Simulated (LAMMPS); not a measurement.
LAMMPS 22 Jul 2025, classical MD, SNAP (Si_Zuo_JPCA2020.snapcoeff): Si, 1728 atoms.

```yaml
task: MD, nve
potential: SNAP, Si_Zuo_JPCA2020.snapcoeff Si_Zuo_JPCA2020.snapparam
copies_of_the_repeat_unit: 6×6×6
shape (slab and sphere leave vacuum in the box): bulk
neighbor_skin: 2 Å
neigh_modify: every 1 delay 0 check yes
newton: on (default)
atom_modify sort (bins of 2 Å where set): 1000 (default)
comm_style: brick (default)
box: 32.6 × 32.6 × 32.6 Å
start: generated diamond lattice, warmed in an untimed run
```

All runs start from one configuration, warmed at this fixed volume for 300 steps under a thermostat at 1200 K. The run at the shortest step has a mean temperature of 1210 K and a mean pressure of 2.3 GPa.

Each run covers about 0.40 ps at constant energy (mean temperature 1210 K at the shortest step); σ is the standard deviation over the printed steps. Each setting ran once; only counts and results are compared.

Steps tried: 0.5 fs, 1 fs, 2 fs, 2.5 fs, 4 fs, 5 fs, 8 fs, 10 fs, 16 fs, 20 fs, 32 fs.

Task: Up to which step does the ratio σ(E total)/σ(E kinetic) stay under 5 %, and what happens beyond?

Result: 5 fs. The run fails or blows up at 16 fs, 20 fs, 32 fs.

| time step | σ(E total)/σ(E kinetic) | last minus first total energy (meV/atom) | mean temperature (K) |
|---|---|---|---|
| 0.5 fs | 0.00026 | under 0.001 | 1210 |
| 1 fs | 0.0010 | −0.0012 | 1210 |
| 2 fs | 0.0041 | −0.0021 | 1210 |
| 2.5 fs | 0.0065 | under 0.001 | 1210 |
| 4 fs | 0.016 | +0.028 | 1200 |
| 5 fs | 0.026 | +0.081 | 1200 |
| 8 fs | 0.070 | +0.72 | 1170 |
| 10 fs | 0.13 | +2.2 | 1150 |
| 16 fs | blows up (past 6000 K or 20 GPa) | — | — |
| 20 fs | stops: Lost atoms | — | — |
| 32 fs | stops: Lost atoms | — | — |

The bar is a choice.
